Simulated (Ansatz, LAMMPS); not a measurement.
Si well of 12 atomic layers along [001] in random Si0.7Ge0.3, interfaces graded over 8 layers. Cell 16.67 × 16.67 × 49.55 Å, Si519Ge129, 648 atoms. Prepared with Tersoff's 1989 multicomponent potential (SiCGe.tersoff) (LAMMPS): minimisation. 

Basis: localised support functions (accuracy medium) on a full density matrix. k-points: zone centre alone; occupations: Fermi-Dirac, 0.010 eV; spin polarisation not allowed. No spin-orbit coupling.

Question: What gap and bonding does PBE, support functions at accuracy medium on the grid of 370 eV (Ansatz, an electronic-structure program) give?

Answer: 
* **Kohn-Sham gap of the cell on its k-mesh**: 0.42 eV
* **weight of the highest filled level on the well**: 0.29
* **weight of the lowest empty level on the well**: 0.88
* **coordination (neighbours within 2.855 Å)**: 100.0 % 4-fold
* **Ge-Ge bonds, mean ± spread**: 2.471 ± 0.008 Å
* **Ge-Si bonds, mean ± spread**: 2.426 ± 0.008 Å
* **Si-Si bonds, mean ± spread**: 2.382 ± 0.007 Å
* **bond angles, mean ± spread**: 109.5° ± 1.1°
* **pressure**: -0.89 GPa
